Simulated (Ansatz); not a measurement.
The (110) surface of fcc Ca in its 1x1 cell, outermost plane spacing 1.96 Å in the ideal cut

Calculation: r2SCAN, at the PBE geometry (plane waves to 500 eV, PAW; Ansatz, a program for electronic structure).

Set-up: 6 atoms, 9.8 Å thick at the start (thin: gaps and levels are the slab's own); mesh 10x7x1; 0.1 eV smearing; dipole correction on; single point; on the structure that PBE left under its start's symmetry; no spin, no spin-orbit, no U.

The surface energy (mean of both faces) is 0.60 J/m² and the work function of the top face is 2.86 eV. The cost is around 2.5 core-minutes (rough).
